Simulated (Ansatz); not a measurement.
Coverage and cell size: O on the 1x1 (110) surface of bcc W, one adsorbate a cell, in each cell the lowest of the starts that converged. Energies against ½ O2(g), without dispersion, zero-point or thermal terms; small cells hold the layer to their symmetry. A negative adsorption energy means that the adsorbate is more stable on the surface than in its reference.

Method: PBE (plane waves to 420 eV, PAW; Ansatz, an electronic-structure program).

```csv
"area an adsorbate, end state",atoms,E_ads (eV),height (Å),Δ work function (eV),rough cost
"7 Å², bonded to 3 W",5,-3.88,1.20,1.50,roughly 40 core-seconds
"14 Å², bonded to 3 W",9,___,1.18,0.24,around 4 core-minutes (rough)
"29 Å², bonded to 3 W",17,-4.16,1.20,-0.05,roughly 4 core-minutes
```

Task: Complete the blanks.

Result: 
- 14 Å², bonded to 3 W, E_ads (eV): -4.15
